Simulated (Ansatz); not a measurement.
The starting structures come from a database of crystals and need not be the phases stable at ambient conditions.

 Where the default PAW files enter, the runs use the earlier of Ansatz's two default sets.

The decay constant κ of evanescent states in the gap governs leakage through a thin film.

Input:

```xyz
15
Lattice="5.3660 0.0000 0.0000 -2.6830 4.6471 0.0000 0.0000 0.0000 4.4182" Properties=species:S:1:pos:R:3 pbc="T T T"
Li     0.0000     3.0980     4.2157
Li     2.6830     1.5490     0.2025
H     -1.1113     4.0115     1.8474
H      3.7943     0.6355     2.5708
H     -0.2355     1.6789     1.8474
H      2.9184     2.9682     2.5708
H      1.3467     3.6037     1.8474
H      1.3362     1.0434     2.5708
Pt     0.0000     0.0000     0.0000
O      1.7154    -0.0249     1.0855
O      0.9676     4.6719     3.3327
O      4.5298     1.4980     1.0855
O     -1.8468     3.1490     3.3327
O      1.8037     3.1739     1.0855
O      0.8792     1.4732     3.3327
```

Space group of this cell: P-3. The cell was relaxed by PBE-D3(BJ); by r2SCAN its mean pressure is -2.1 GPa.

Transport runs along the normal of the first two printed cell vectors, the (001) plane of the conventional cell.

No gap correction and no spin-orbit coupling; mid-gap values are interpolated between computed energies.

Problem. Estimate the band gap and the smallest decay constant κ at mid-gap that r2SCAN run with Ansatz (a program for electronic structure) returns for this system.

Solution. Gap 2.99 eV on a 12×12×8 mesh; κ = 0.487 1/Å, at (0.500, 0.000) of the in-plane reciprocal vectors. At the zone centre, at the nearest computed energy, the slowest state has κ = 0.50 1/Å.
